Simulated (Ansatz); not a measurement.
The structure below was relaxed with Ansatz (an electronic-structure program), r2SCAN, PAW, cutoff 500 eV, no spin-orbit coupling, at pressure −2 GPa.

```
CdSe
1.0
    0.00000     3.11090     3.11090
    3.11090     0.00000     3.11090
    3.11090     3.11090     0.00000
Se Cd
1 1
Direct
  0.75000   0.75000   0.75000
  0.00000   0.00000   0.00000
```

Find the space group and the Wyckoff positions.

Space group F-43m (No. 216); a = b = c = 6.2218 Å, α = β = γ = 90.00°

```json
[
 {"atom": "Se", "site": "4c", "symmetry": "-43m", "x": "0.2500", "y": "0.2500", "z": "0.2500"},
 {"atom": "Cd", "site": "4a", "symmetry": "-43m", "x": "0.0000", "y": "0.0000", "z": "0.0000"}
]
```

Describe the coordination.

The crystal has 8 atoms in its conventional cell. Cell: a = 6.222 Å, b = 6.222 Å, c = 6.222 Å, α = 90.00°, β = 90.00°, γ = 90.00°. Se is coordinated by 4 Cd at 2.694 Å (tetrahedral). Cd is surrounded by 4 Se at 2.694 Å (tetrahedral). (Neighbours: up to the widest gap in distance over summed covalent radii, below 1.35, at either atom; cation-cation and far metal-metal contacts left out.)

Load acts through the strain it causes; cell and atoms are relaxed under it. Whether these cells are dynamically stable was not tested. The cell was made from CdSe in the zinc blende structure (space group F-43m, No. 216) by this change: pressure −2 GPa.
